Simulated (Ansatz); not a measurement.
The starting structures come from a database of crystals and need not be the phases stable at ambient conditions.

**Evanescent states of CsMgBr₃ (P6_3/mmc, not sure to be the ambient phase, 10 atoms a cell, 33.0 Å³ an atom) along the normal of (001)**

Level of theory: r2SCAN (plane waves, PAW; Ansatz, an electronic-structure program).

The gap is the functional's own, uncorrected, and κ follows it; spin-orbit coupling is left out. Mid-gap values are interpolated between the computed energies.

Energies count from the valence-band top; κ is the least over a 6×6 mesh across the current.

```tsv
E (eV)	κ (1/Å)	where
0.12	0.214	Γ
0.34	0.245	Γ
0.57	0.268	Γ
0.81	0.286	Γ
1.03	0.300	Γ
1.26	0.310	Γ
1.50	0.318	Γ
1.73	0.323	Γ
1.96	0.325	Γ
2.19	0.325	Γ
2.42	0.324	Γ
2.65	0.320	Γ
2.88	0.314	Γ
3.10	0.305	Γ
3.33	0.295	Γ
3.56	0.281	Γ
3.79	0.265	Γ
4.03	0.244	Γ
4.25	0.218	Γ
4.49	0.184	Γ
4.71	0.135	Γ
4.95	0.030	Γ
```

**Question.** How thick must the barrier be to attenuate the transmission by 10^6 when the electrodes' Fermi level lies at 0.34 eV, and what attenuation does that film give at 2.19 eV?

**Answer.** d = 6 ln 10 / (2 × 0.245) = 28.2 Å. At 2.19 eV it gives 6 × 0.325/0.245 = 8.0 decades.
